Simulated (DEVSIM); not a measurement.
System: Ru/Al2O3/n-Ge capacitor, at 250 K.

Layer 1 from the left is Al2O3, thickness (nm) 7.70. Layer 2 from the left is Ge, thickness (nm) 600, Nd (cm⁻³) 9.7e17.

Metal gate on the left, work function 4.7 eV. Fixed charge at the semiconductor interface -3.5e11 cm⁻² (in units of +e); no interface traps.

The device is made up for the run: typed textbook-type constants, with dimensions and the other settings drawn at random. Values at 300 K; Nc and Nv go as T^1.5, mobilities as T to minus their exponent, the gap by Varshni's rule with the affinity fixed.

Al2O3: gap (eV) 6.8, affinity (eV) 1.35, permittivity 9. Ge: gap (eV) 0.664, affinity (eV) 4, permittivity 16, Nc (cm⁻³) 1.04e19, Nv (cm⁻³) 6e18, Varshni α (eV/K) 0.000477, Varshni β (K) 235.

Problem. Estimate by hand the flat-band voltage, the threshold voltage, and compare with a numerical solution.

Solution. 
- Flat-band voltage: C = 1.03 μF/cm², work-function difference 0.655 V; VFB = φms − qNf/C = 0.71 V; numerical 0.71 V.
- Threshold voltage: φF = 0.302 V, depletion charge √(4εqNφF) = 5.16e-7 C/cm²; VT = VFB − 2φF − Qd/C = -0.39 V; numerical -0.39 V.

Simulated with DEVSIM: 1D Poisson equation in equilibrium, Boltzmann statistics, complete ionisation; no quantum confinement or tunnelling. Metal contacts follow the ideal Schottky-Mott rule: no Fermi-level pinning, no interface dipoles.
